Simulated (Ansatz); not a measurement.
# Input and output of a self-consistent single point for TiO₂ (I4_1/amd, 6 atoms in the cell) (Ansatz)

Method of the run: PBE (plane waves, PAW; Ansatz, a program for electronic structure).

This input was run:

Ansatz 0.2 input:
```yaml
crystal:
  lattice:
    - [-1.909426, 1.909426, 4.853662]
    - [1.909426, -1.909426, 4.853662]
    - [1.909426, 1.909426, -4.853662]
  atoms:
    - { symbol: Ti, position: [0.000000, 0.000000, 0.000000] }
    - { symbol: Ti, position: [0.750000, 0.250000, 0.500000] }
    - { symbol: O, position: [0.957150, 0.457150, 0.500000] }
    - { symbol: O, position: [0.207150, 0.207150, 0.000000] }
    - { symbol: O, position: [0.792850, 0.792850, 0.000000] }
    - { symbol: O, position: [0.542850, 0.042850, 0.500000] }
kpoints:
  mp_grid: { grid: [8, 8, 8] }
hamiltonian:
  xc: pbe
  pseudopotentials: { kind: paw }
scf:
  occupations: { method: fermi_dirac, width: 0.0037 Ry }
output:
  forces: true
  eigenvalues: true
  stress: true
```

The program printed (abridged):

```
WARN basis.ecutwfc = 420 eV, the default
WARN ansatz: RAYON_NUM_THREADS=1 ignored (pool sized by the plan → 1); use --threads N
basis.fft_grid_basis auto: the FFT boxes are laid along the combinations [[1, 0, 1], [0, 1, 1], [0, 0, 1]] of the cell's own vectors, 3.819, 3.819 and 5.554 Å …
Pseudopotentials: kind: paw
Pseudopotential: Ti, paw, valence charge 12
Pseudopotential: O, paw, valence charge 6
Crystal: 6 atoms, lattice volume = 70.784 Å³
Basis set: ecut = 420 eV, 1381 PW (Γ), FFT grids on a1+a3, a2+a3, a3, exchange–correlation on 54×54×80 points (8 copies of the dense FFT grid, shifted against one another)
Bands: 30, of which v1, the nominal top of the filled ones, is band 24 counted from 1 (23 counted from 0)
Symmetry: 16 space group operations
Space group: I41/amd (ITA 141), of the structure as read, at distance tolerance 4.1e-5 Å
k-points: 59 of 512
Initial density: superposition of atomic densities (neutral atoms: chi_scale 0, normalization atom), corrected by the library's trained network
Initial wavefunctions: pseudopotential atomic-orbital guess
Eigensolver: davidson
Functional: x = pbe(κ = 0.804, μ = 0.2195149727645171), c = pbe(β = 0.06672455060314922)
SCF iter   1: F=—  HF=-7277.490501 eV  |F-HF|=—  |Δ(HF+E_count)|=         —  Δρ=3.11e-3  dr2=1.92e-3  ethr=1.77e-3  ⟨swp⟩=4.5  Hψ=7196  notcnv=0
all-band conjugate gradients solve this SCF's bands
preconditioner: auto → Resta (q_TF=auto, 2.557 Å⁻¹)
SCF iter   2: F=—  HF=-7277.491873 eV  |F-HF|=—  |Δ(HF+E_count)|=   1.37e-3  Δρ=1.66e-3  dr2=5.75e-4  ethr=3.99e-6  ⟨swp⟩=2.0  Hψ=2886  notcnv=0
SCF iter   3: F=—  HF=-7277.492619 eV  |F-HF|=—  |Δ(HF+E_count)|=   7.46e-4  Δρ=9.42e-4  dr2=5.46e-4  ethr=1.20e-6  ⟨swp⟩=2.0  Hψ=2620  notcnv=0  defer=4
SCF iter   4: F=—  HF=-7277.492588 eV  |F-HF|=—  |Δ(HF+E_count)|=   3.08e-5  Δρ=1.60e-4  dr2=1.29e-5  ethr=1.14e-6  ⟨swp⟩=2.0  Hψ=2293  notcnv=0
SCF iter   5: F=—  HF=-7277.492426 eV  |F-HF|=—  |Δ(HF+E_count)|=   1.62e-4  Δρ=5.62e-5  dr2=1.57e-6  ethr=2.69e-8  ⟨swp⟩=2.4  Hψ=2808  notcnv=0
SCF iter   6: F=—  HF=-7277.492427 eV  |F-HF|=—  |Δ(HF+E_count)|=   1.12e-6  Δρ=1.99e-5  dr2=1.81e-7  ethr=3.28e-9  ⟨swp⟩=2.0  Hψ=2444  notcnv=0
SCF iter   7: F=-7277.492428 eV  HF=-7277.492428 eV  |F-HF|=1.25e-8  |Δ(HF+E_count)|=   3.65e-7  Δρ=4.18e-6  dr2=6.17e-9  ethr=2.08e-10  ⟨swp⟩=7.4  Hψ=7108  notcnv=0
SCF 1 converged in 7 iterations: F = -7277.492428 eV  dr2 = 6.17e-9
SCF converged after 7 iterations
Free energy (F): -7277.492428 eV
Harris-Foulkes:  -7277.492428 eV  (|F-HF|=1.25e-8)
Internal energy: -7277.492428 eV  (E = F + TS)
E sigma→0 (E₀):  -7277.492428 eV
Fermi energy:    7.919505 eV
--- Per-component energies (eV) ---
  E_band       = -478.343157
  E_kinetic    = 1242.936511
  E_local      = -3629.063308  (includes V_loc(G=0)·N_el)
  E_nonlocal   = 196.258899
  E_hartree    = 1404.518878
  E_xc         = -491.648420
  E_vxc        = -622.502757  (∫ρ·V_xc dr)
  E_paw        = -2721.417727  (= ΣΔE_a)
  E_vpaw       = -475.019106  (= ΣTr[D̂ρ^β])
  E_aug_tail   = 0.010157  (compensation charges beyond the density's cutoff)
  E_ewald      = -3279.087419
  E_smearing   = -0.000000  (= −TS)
  E_closure    = 0.000000  (closes the sum)
  Σ components = -7277.492428   (vs F -7277.492428, Δ=0.00e0)
--- Forces (eV/Å), atoms counted from 1 ---
  atom   1  Ti     0.00000000    -0.00000000     0.00000000
  atom   2  Ti     0.00000000     0.00000000     0.00000000
  atom   3  O      0.00000000     0.00000000    -0.10387443
  atom   4  O      0.00000000    -0.00000000    -0.10387443
  atom   5  O     -0.00000000     0.00000000     0.10387443
  atom   6  O     -0.00000000    -0.00000000     0.10387443
  max |Σ_I F_I| component: 1.39e-17 eV/Å
--- Stress (GPa, compression-positive) ---
       -2.489767       0.000000       0.000000
        0.000000      -2.489767       0.000000
        0.000000       0.000000      -2.634732
  P = ⅓ Tr σ = -2.5381 GPa (-25.381 kbar)
  The stress holds the Pulay correction. Without it, at fixed plane waves, as pw.x and ABINIT print it: P = -3.2018 GPa
--- Band table (eV; the first three rows and the last of 59) ---
  k-point 0: bands = ["-49.6298", "-49.5803", "-26.0525", "-25.8461", "-25.8461", "-25.7860", "-25.7860", "-25.7140", "-10.6786", "-9.6819", "-9.6072", "-9.2372", "3.0154", "3.0966", "3.0966", "3.4897", "4.8609", "4.8609", "4.8791", "6.0361", [...]
  k-point 1: bands = ["-49.6274", "-49.5817", "-26.0508", "-25.8698", "-25.8542", "-25.7995", "-25.7863", "-25.7101", "-10.5396", "-9.6009", "-9.5500", "-9.2029", "2.8082", "2.9347", "2.9933", "3.5177", "4.5790", "4.9506", "5.0214", "5.7208", [...]
  k-point 2: bands = ["-49.6208", "-49.5858", "-26.0463", "-25.9220", "-25.8727", "-25.8322", "-25.7825", "-25.7103", "-10.1747", "-9.4195", "-9.4013", "-9.1252", "2.3755", "2.6377", "2.9160", "3.6992", "4.0882", "4.3716", "4.5807", "4.8701", [...]
  k-point 58: bands = ["-49.6051", "-49.6051", "-25.8859", "-25.8859", "-25.8658", "-25.8658", "-25.7661", "-25.7661", "-10.1454", "-10.1454", "-9.4785", "-9.4785", "3.1747", "3.1747", "3.2499", "3.2499", "4.8951", "4.8951", "5.5112", "5.5112", [...]
```

The run converged in 7 iterations.

The starting cell comes from a database of computed structures (which also holds hypothetical and non-ambient phases and stackings), without a prior relaxation at this level. Its lattice was rescaled by a random factor within 2.5 % of one. Ansatz's pressure includes its estimate of the finite-basis (Pulay) stress. Without the estimate this run gives -3.20 GPa.
